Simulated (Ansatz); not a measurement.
GaN: pressure series

Base system: GaN in the wurtzite structure (space group P6_3mc, No. 186; a = 3.183 Å, c = 5.185 Å).

Cell and atoms are relaxed at each pressure.

All numbers come from PBEsol in Ansatz (plane waves to 420 eV, PAW, no spin-orbit coupling).

```json
[
 {"pressure (GPa)": "-2", "volume per atom (Å³/atom)": "11.496"},
 {"pressure (GPa)": "-1", "volume per atom (Å³/atom)": "11.433"},
 {"pressure (GPa)": "0", "volume per atom (Å³/atom)": "11.371"},
 {"pressure (GPa)": "0.9", "volume per atom (Å³/atom)": "?"},
 {"pressure (GPa)": "2.1", "volume per atom (Å³/atom)": "11.249"},
 {"pressure (GPa)": "9", "volume per atom (Å³/atom)": "10.889"},
 {"pressure (GPa)": "15", "volume per atom (Å³/atom)": "10.619"},
 {"pressure (GPa)": "22.5", "volume per atom (Å³/atom)": "10.324"},
 {"pressure (GPa)": "30", "volume per atom (Å³/atom)": "10.065"}
]
```

Problem. Fit the third-order Birch–Murnaghan form P(V) = (3B₀/2)[(V₀/V)^(7/3) − (V₀/V)^(5/3)]·[1 + (3/4)(B₀′ − 4)((V₀/V)^(2/3) − 1)] (squares taken in P) to the rows shown and predict the withheld row.

Solution. Least squares on the printed values gives V₀ = 11.372 Å³/atom, B₀ = 189 GPa, B₀′ = 4.3; this predicts 11.318 Å³/atom, and the run gives 11.318 Å³/atom, in agreement.

Load acts through the strain it causes; cell and atoms are relaxed under it. Whether these cells are dynamically stable was not tested. Tetrahedral semiconductors of this kind turn to denser phases somewhere between about 1 and 50 GPa; those were not computed, so compressed cells here can lie past the real transition.

Ansatz is a quantum-chemistry and plane-wave program.
